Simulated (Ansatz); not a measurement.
Hypothetical anti-CdI2 type W2N: pressure series

Start from W2N in the anti-CdI2 type structure (space group P-3m1, No. 164; a = 2.801 Å, c = 5.305 Å; a hypothetical phase, not in the database extracts checked).

Cell and atoms are relaxed at each pressure.

The values are results of PBEsol (Ansatz, an electronic-structure program, PAW, scalar-relativistic without spin-orbit coupling), not measurements.

| pressure (GPa) | volume per atom (Å³/atom) |
|---|---|
| -2 | 12.087 |
| -1 | 12.053 |
| 0 | 12.019 |
| 0.3 | ? |
| 0.7 | 11.995 |
| 1.5 | 11.969 |
| 5 | 11.855 |
| 7.5 | 11.779 |
| 10 | 11.704 |

Fit the third-order Birch–Murnaghan form P(V) = (3B₀/2)[(V₀/V)^(7/3) − (V₀/V)^(5/3)]·[1 + (3/4)(B₀′ − 4)((V₀/V)^(2/3) − 1)] (squares taken in P) to the rows shown and predict the withheld row.

Least squares on the printed values gives V₀ = 12.019 Å³/atom, B₀ = 355 GPa, B₀′ = 4.4; this predicts 12.009 Å³/atom, and the run gives 12.009 Å³/atom, in agreement.

Load acts through the strain it causes; cell and atoms are relaxed under it. Stability against distortions was not tested. Competing high-pressure phases were not computed. All final runs are without spin polarisation. An odd electron count without spin: W2N.
